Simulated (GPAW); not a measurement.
Band structure of TiB2 (P6/mmm, 3 atoms in the cell).

```yaml
crystal:
  lattice:
    - [3.02593, 0.00000, 0.00000]
    - [-1.51296, 2.62053, 0.00000]
    - [0.00000, 0.00000, 3.22877]
  atoms:
    - { symbol: Ti, position: [0.00000, 0.00000, 0.00000] }
    - { symbol: B, position: [0.33333, 0.66667, 0.50000] }
    - { symbol: B, position: [0.66667, 0.33333, 0.50000] }
```

Method of the run: PBE, GPAW PAW datasets PBE (gpaw-data 1.0.1) (plane waves; GPAW).

Settings: mode = pw; ecut = 900 eV; xc = PBE; kpts = 8 8 7; mesh shift (steps) = 0 0 0; occupations.name = methfessel-paxton; occupations.width = 0.136 eV; occupations.order = 0; nbands = -11; convergence.density = 1e-05 e/electron; convergence.energy = 1e-05 eV/electron; symmetry.symmorphic = false; symmetry.tolerance = 0.0005; maxiter = 150.

The starting cell comes from a database of computed structures (which also holds hypothetical and non-ambient phases and stackings), without a prior relaxation at this level. Spin polarisation is off.

Levels in eV from the Fermi level, bands 6 to 13:
| point | 6 | 7 | 8 | 9 | 10 | 11 | 12 | 13 |
|---|---|---|---|---|---|---|---|---|
| Γ | -2.67 | -2.67 | -2.42 | -2.19 | 1.84 | 1.84 | 3.59 | 3.59 |
| M | -9.32 | -3.35 | -3.31 | -2.33 | 1.28 | 2.70 | 3.17 | 3.28 |
| K | -8.40 | -7.42 | -1.94 | -1.94 | 1.31 | 1.31 | 1.94 | 6.87 |
| A | -7.68 | -0.63 | -0.63 | -0.23 | -0.23 | 0.38 | 0.38 | 1.57 |
| L | -7.64 | -4.71 | -3.89 | -3.22 | 2.42 | 2.88 | 4.42 | 4.53 |
| H | -8.65 | -5.81 | -3.23 | -3.23 | 2.45 | 4.19 | 4.19 | 4.45 |

Bands cross the Fermi level along this path, so the cell is metallic at this level.
